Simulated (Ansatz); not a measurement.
PtPb (P6_3/mmc), PBEsol, DFPT electron-phonon coupling, linearised Boltzmann equation in Ansatz (a quantum-chemistry and plane-wave program): phonon-limited resistivity 12.8 μΩ·cm at 300 K along x (a = (4.29, 0.00, 0.00) Å; b = (-2.15, 3.72, 0.00) Å; c = (0.00, 0.00, 5.48) Å), 16.9 μΩ·cm at 400 K, current-weighted mean free path 7.5 nm, Drude plasma energy 7.38 eV.

Q: What Drude relaxation time do resistivity and plasma energy imply?

A: ω_p = 1.12e16 s⁻¹, so τ = 1/(ε₀ ω_p² ρ) = 7.02 fs, a damping ħ/τ of 93.8 meV.

Q: What is the classical skin depth at 10 GHz (nonmagnetic, μ₀ = 1.257×10⁻⁶ H/m)?

A: δ = √(ρ/(π f μ₀)) = 1800 nm.

Q: What temperature coefficient of resistance follows, and how does it compare with 1/T?

A: (ρ₄₀₀ − ρ₃₀₀)/(100 K × ρ₃₀₀) = 3.20×10⁻³ K⁻¹, against 1/T = 3.33×10⁻³ K⁻¹ for a resistivity proportional to T. Impurities would add a constant and lower it.

A metal at this level (no band gap). Only scattering by harmonic phonons is included (no impurities, grain boundaries, electron-electron scattering or thermal expansion). Spin-orbit coupling is left out, which matters with elements this heavy. The run warned that the eigensolver left some states short of its tolerance. Halving the electron mesh (24x24x16) moves the resistivity by up to 7 % at 300 K, the mean free path by up to 9 %. Smearing 0.20 eV; phonons on a 4x4x3 q mesh, which this run doesn't test.

Formula and space group known from diffraction (Crystallography Open Database), not checked to be the room-temperature form: PtPb (P6_3/mmc).
